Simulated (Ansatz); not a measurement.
Consider PbS in the rock salt structure (space group Fm-3m, No. 225; a = 5.9028 Å).

Structures relaxed with PBEsol, PAW, 420 eV (Ansatz, a quantum-chemistry and plane-wave program; no spin-orbit coupling), earlier PAW set.

Base:

Simulated powder pattern, Mo Kα, λ = 0.71073 Å (kinematic, ideal powder, no thermal factors, no anomalous dispersion; the 10 strongest lines at most, above 2 %, up to 2θ = 40°):

```tsv
2θ (°)	I/Imax (%)	hkl
11.97	95	(111)
13.83	100	(200)
19.61	81	(220)
23.04	57	(311)
24.07	31	(222)
27.87	15	(400)
30.43	26	(331)
31.24	43	(420)
34.31	32	(422)
36.46	20	(511)
```

After one change:

Simulated powder pattern, Mo Kα, λ = 0.71073 Å (kinematic, ideal powder, no thermal factors, no anomalous dispersion; the 10 strongest lines at most, above 2 %, up to 2θ = 40°):

```
2θ (°)  I/Imax (%)
------  ----------
12.07           95
13.94          100
19.77           81
23.22           57
24.27           31
28.09           15
30.67           26
31.49           43
34.59           32
36.76           20
```

### Question
Which of these changes matches the shifts?
(A) pressure 3 GPa
(B) pressure 1.5 GPa
(C) pressure 0.3 GPa
(D) pressure −2 GPa

### Answer
B, pressure 1.5 GPa. Its volume per atom is 25.11 Å³ against 25.71 Å³, and its space group is Fm-3m (No. 225).

Load acts through the strain it causes; cell and atoms are relaxed under it. Whether these cells are dynamically stable was not tested. All final runs are without spin polarisation.
